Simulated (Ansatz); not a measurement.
Functionals compared on the (11-23) surface of hcp Os in its 1x1 cell, outermost plane spacing 0.50 Å in the ideal cut, in Ansatz (plane waves, PAW). The structure was relaxed with PBE; the other rows are single points on it, each with its references at the same level. Cutoff 420 eV (500 eV for r2SCAN).

Slab: 21 atoms, 10.0 Å thick at the start (thin: gaps and levels are the slab's own); k 9x7x1, smearing 0.1 eV, dipole-corrected; all atoms relaxed; symmetry of the start imposed; no spin, no spin-orbit, no U. These notes are the PBE run's.

| functional | surface energy (J/m²) | work function of the top face (eV) | rough cost of the single point |
|---|---|---|---|
| PBE | 3.93 | 4.73 | – |
| LDA | 4.56 | 5.06 | roughly 6 core-minutes |
| PBEsol | 4.42 | 4.84 | around 7 core-minutes (rough) |
| RPBE | 3.69 | 4.59 | roughly 6 core-minutes |
| r2SCAN | 4.23 | 4.76 | roughly 12 core-minutes |

Ansatz is an electronic-structure program.
